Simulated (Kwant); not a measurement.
Device: wire with a row of barriers in a GaN two-dimensional gas. Effective mass 0.22 mₑ, grid spacing 6.2 nm, hard walls, nominal width 150 nm (25 grid rows, so walls 161.2 nm apart), one parabolic valley, scattering region 620 nm long along x; energies count from the band bottom; Fermi energy swept from 6.0773e-05 to 0.00072167 eV. 2 barrier(s) across the wire, height 0.00047 eV, thickness 12.4 nm (about 2 grid columns), spaced by 49.6 nm.

Constants are typed, rounded textbook-type inputs, not results; the design itself was drawn at random and stands for no fabricated device.

Computed with Kwant: effective-mass tight-binding model on a square grid, one spin, coherent transport at 0 K. Conductance is in e²/h.

Sweep values stay those of the base run.

The barrier height was swept, all else fixed.

```json
[
 {"barrier height (eV)": "0.00023", "G (e²/h) at E = 0.7217 meV": "2.86", "G (e²/h) at E = 0.2229 meV": "1.00", "mean G (e²/h) over the sweep": "1.58", "G (e²/h) at E = 0.3891 meV": "1.90"},
 {"barrier height (eV)": "0.00033", "G (e²/h) at E = 0.7217 meV": "2.67", "G (e²/h) at E = 0.2229 meV": "0.99", "mean G (e²/h) over the sweep": "1.41", "G (e²/h) at E = 0.3891 meV": "1.76"},
 {"barrier height (eV)": "0.0004", "G (e²/h) at E = 0.7217 meV": "2.48", "G (e²/h) at E = 0.2229 meV": "0.97", "mean G (e²/h) over the sweep": "1.29", "G (e²/h) at E = 0.3891 meV": "1.61"},
 {"barrier height (eV)": "0.00047", "G (e²/h) at E = 0.7217 meV": "2.23", "G (e²/h) at E = 0.2229 meV": "0.91", "mean G (e²/h) over the sweep": "1.17", "G (e²/h) at E = 0.3891 meV": "1.43"},
 {"barrier height (eV)": "0.00056", "G (e²/h) at E = 0.7217 meV": "1.87", "G (e²/h) at E = 0.2229 meV": "0.78", "mean G (e²/h) over the sweep": "1.04", "G (e²/h) at E = 0.3891 meV": "1.18"},
 {"barrier height (eV)": "0.00071", "G (e²/h) at E = 0.7217 meV": "1.33", "G (e²/h) at E = 0.2229 meV": "0.48", "mean G (e²/h) over the sweep": "0.85", "G (e²/h) at E = 0.3891 meV": "0.88"},
 {"barrier height (eV)": "0.00094", "G (e²/h) at E = 0.7217 meV": "0.80", "G (e²/h) at E = 0.2229 meV": "0.17", "mean G (e²/h) over the sweep": "0.64", "G (e²/h) at E = 0.3891 meV": "0.67"}
]
```

From the first row to the last the G at E = 0.7217 meV goes from 2.86 to 0.80. From the first row to the last the G at E = 0.2229 meV goes from 1.00 to 0.17.
